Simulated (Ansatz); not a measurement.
**Short convergence ladders for Mo (Im-3m, 1 atom in the cell)**

```
CELL_PARAMETERS angstrom
     -1.56713     1.56713     1.56713
      1.56713    -1.56713     1.56713
      1.56713     1.56713    -1.56713
ATOMIC_POSITIONS crystal
  Mo 0.00000 0.00000 0.00000
```

Base method: LDA (PW92), PAW files made with PBE (plane waves; Ansatz, a program for electronic structure).

Base settings: basis.ecutwfc = 30.9 Ry; kpoints.mp_grid.grid = 15 15 15; hamiltonian.xc = lda; hamiltonian.pseudopotentials = {kind: paw} (the program's default PAW files); scf.occupations.method = fermi_dirac; scf.occupations.width = 0.0073 Ry.

The count of work is k-points × plane waves × bands × iterations; it is no time. 

**The cutoff for other potential files**

Level: DFT, LDA (PW92), plane waves, harder PAW files (source: ansatz) made with PBE.

In this ladder: hamiltonian.pseudopotentials = {kind: paw, source: ansatz}.

The second cell is the first with its lattice scaled by 0.98.

The mesh stays at the base's, so the ladder's end is converged at best in this setting alone.

The first pressure column holds Ansatz's estimate of the finite-basis (Pulay) stress, which hides part of the cutoff error; the other is without it.

Only quantities that move along the ladder and can be compared are tabulated.

| basis.ecutwfc | free energy less the last step's (meV/atom) | energy of the compressed cell less the first (meV/atom) | pressure (GPa) | pressure without the Pulay estimate (GPa) | count of work / last |
|---|---|---|---|---|---|
| 16.5 Ry | 8098.26 | 144.30 | 15.77 | -330.57 | 0.15 |
| 20.2 Ry | 2017.36 | -13.72 | -10.10 | -116.66 | 0.13 |
| 25.7 Ry | 213.62 | 14.36 | -5.84 | -23.43 | 0.21 |
| 31.2 Ry | 11.72 | 16.65 | -5.81 | -7.20 | 0.30 |
| 36.7 Ry | 1.71 | 16.64 | -5.82 | -5.85 | 0.36 |
| 44.1 Ry | 1.29 | 16.63 | -5.82 | -5.83 | 0.50 |
| 55.1 Ry | 0.73 | 16.63 | -5.82 | -5.84 | 0.64 |
| 73.5 Ry | 0.00 | 16.63 | -5.82 | -5.83 | 1.0 |

Coarsest basis.ecutwfc that holds the free energy within 5 meV/atom of the last step, with all finer ones: 36.7 Ry, at 0.36 of the last step's count of work; the step before is off by 12 meV/atom.

Coarsest basis.ecutwfc that holds the pressure without the Pulay estimate within 1 GPa of the last step, with all finer ones: 36.7 Ry, at 0.36 of the last step's count of work; the step before is off by 1.4 GPa.

Coarsest basis.ecutwfc that holds the energy of the compressed cell less the first within 0.2 meV/atom of the last step, with all finer ones: 31.2 Ry, at 0.30 of the last step's count of work; the step before is off by 2.3 meV/atom.

The energy difference between the two cells stays within 1 meV/atom of the last step's from 31.2 Ry on, the total only from 55.1 Ry on: much of the error is common to both cells and cancels.

At the lowest cutoff the pressure without the Pulay estimate lies 325 GPa under the last step's, the usual sign of Pulay stress in an incomplete plane-wave basis.

**The relaxed cell against the cutoff**

In this ladder: relax = cell and atoms.

The mesh stays at the base's, so the ladder's end is converged at best in this setting alone.

Only quantities that move along the ladder and can be compared are tabulated.

| basis.ecutwfc | relaxed volume (Å³/atom) | relaxation steps |
|---|---|---|
| 15.4 Ry | 15.201 | 14 |
| 18.4 Ry | 15.118 | 12 |
| 21.7 Ry | 15.079 | 9 |
| 26.1 Ry | 15.077 | 7 |
| 30.9 Ry | 15.077 | 5 |
| 37.1 Ry | 15.077 | 5 |
| 46.3 Ry | 15.077 | 5 |
| 61.7 Ry | 15.077 | 5 |

Coarsest basis.ecutwfc that holds the relaxed volume within 0.015 Å³/atom of the last step, with all finer ones: 21.7 Ry; the step before is off by 0.041 Å³/atom.

At the lowest cutoff the cell relaxes to a volume 0.8 % larger than at the highest. Ansatz relaxes on a stress corrected for the finite basis.

On the base run: the starting cell has typed, rounded lattice constants, without a prior relaxation at this level. Its lattice was rescaled by up to half a per cent. Spin polarisation is off.

Keys are those of Ansatz 0.2.
